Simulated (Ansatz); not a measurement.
**SiO2: response to strain**

The parent structure is SiO₂ (space group P3_221, No. 154; a = 5.022 Å, c = 5.510 Å). Axes: x lies along a and z along c of the hexagonal cell.

Strains are applied to the cell and any free atomic positions relax; under biaxial strain the out-of-plane vector relaxes too.

Level of theory: Ansatz (a quantum-chemistry and plane-wave program) PBE, no spin-orbit coupling.

```json
[
 {"case": "base", "band gap": "5.68 eV", "volume per atom": "13.37 Å³"},
 {"case": "biaxial strain −3.00 %, plane normal [001], relaxed out of plane", "band gap": "5.82 eV", "volume per atom": "12.67 Å³"},
 {"case": "biaxial strain −2.25 %, plane normal [001], relaxed out of plane", "band gap": "5.79 eV", "volume per atom": "12.84 Å³"},
 {"case": "biaxial strain −1.50 %, plane normal [001], relaxed out of plane", "band gap": "5.75 eV", "volume per atom": "13.02 Å³"},
 {"case": "biaxial strain −0.75 %, plane normal [001], relaxed out of plane", "band gap": "5.72 eV", "volume per atom": "13.19 Å³"}
]
```

Whether these cells are dynamically stable was not tested.
